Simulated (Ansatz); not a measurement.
Results of PBE0 (Ansatz, a first-principles code, PAW) for cubic perovskite KMgF₃.

Settings: plane-wave cutoff 520 eV, 6×6×6 k mesh, scalar-relativistic PAW data made under PBE.

Cell (relaxed at this level):

```
KMgF3
1.0
    4.00368     0.00000     0.00000
    0.00000     4.00368     0.00000
    0.00000     0.00000     4.00368
K Mg F
1 1 3
Direct
  0.00000   0.00000   0.00000
  0.50000   0.50000   0.50000
  0.50000   0.00000   0.50000
  0.00000   0.50000   0.50000
  0.50000   0.50000   0.00000
```

**Question.** What does this level give for the Voigt–Reuss–Hill shear modulus (Hill average), Voigt–Reuss–Hill bulk modulus, elastic constant C44, elastic constant C11 and elastic constant C12?

**Answer.** 
* **Voigt–Reuss–Hill shear modulus (Hill average)**: 47.5 GPa
* **Voigt–Reuss–Hill bulk modulus**: 73.0 GPa
* **elastic constant C44**: 47.9 GPa
* **elastic constant C11**: 135 GPa
* **elastic constant C12**: 41.7 GPa

Measured, for comparison: elastic constant C44 49.8 ± 0.08 GPa (temperature not stated, no zero-point or thermal correction, our sources range from 48.5 to 49.8; as tabulated in Vaitheeswaran et al. (2007), arXiv:cond-mat/0703621); elastic constant C11 138 ± 0.2 GPa (temperature not stated, no zero-point or thermal correction, our sources range from 132 to 138; as tabulated in Vaitheeswaran et al. (2007), arXiv:cond-mat/0703621); elastic constant C12 43.6 ± 0.2 GPa (temperature not stated, no zero-point or thermal correction, our sources range from 39.6 to 43.6; as tabulated in Vaitheeswaran et al. (2007), arXiv:cond-mat/0703621). Computed (rounded) less measured: elastic constant C44 -4 % (-1 % to -4 % over the range), elastic constant C11 -2 % (inside the range of the sources held), elastic constant C12 -4 % (inside the range of the sources held).

Elastic constants are with the ions relaxed.

Cost on a shared machine: about 30 core-minutes (a rough figure).
